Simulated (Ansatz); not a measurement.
# Effect of uniaxial stress, 3 GPa compression along x on CrCuO2

Take CrCuO₂ (space group R-3m, No. 166; a = 2.964 Å, c = 16.920 Å (hexagonal axes); ferromagnetic) as the base. Axes: x lies along a and z along c of the hexagonal cell.

Modification: uniaxial stress, 3 GPa compression along x; all other stress components relax to zero.

Level of theory: PBEsol/PAW in Ansatz (a quantum-chemistry and plane-wave program), spin-orbit coupling left out. Γ-centred 13×13×13 mesh, Fermi–Dirac width 0.05 eV.

The volume per atom drops by 0.09 Å³ (10.73 Å³ → 10.64 Å³) and the space group becomes C2/m (No. 12) (base: R-3m (No. 166)). The energy goes up by 1.5 meV/atom and the band gap shrinks by 0.09 eV to 0.83 eV. The gap character comes out as indirect, C → M₂ and the smallest direct gap drops by 0.03 eV (1.16 eV → 1.13 eV). The magnetic state stays ferromagnetic and the largest site moment hardly moves (2.38 μB against 2.37 μB). The strain response (xx, yy, zz) amounts to (−1.48, +0.32, +0.35) % and the secant Young's modulus along x amounts to 200 GPa. The mean lateral Poisson ratio is 0.22.

Final structure:

```
CELL_PARAMETERS angstrom
      1.45999     0.85271     5.65883
     -1.45999     0.85271     5.65883
      0.00000    -1.72210     5.66136
ATOMIC_POSITIONS crystal
  Cu 0.00000 0.00000 0.00000
  Cr 0.50000 0.50000 0.50000
  O  0.10908 0.10908 0.10536
  O  0.89092 0.89092 0.89464
```

Stability under load was not tested beyond the relaxation. No Hubbard U is applied and the magnetic state is the run's own (CrCuO2 ferromagnetic); small cells can't hold the antiferromagnetic order that many such compounds have, so gaps and moments can be off. A gap here joins edges of opposite spin (a spin-flip gap). Labels are those of the standard path for the cell's own space group.
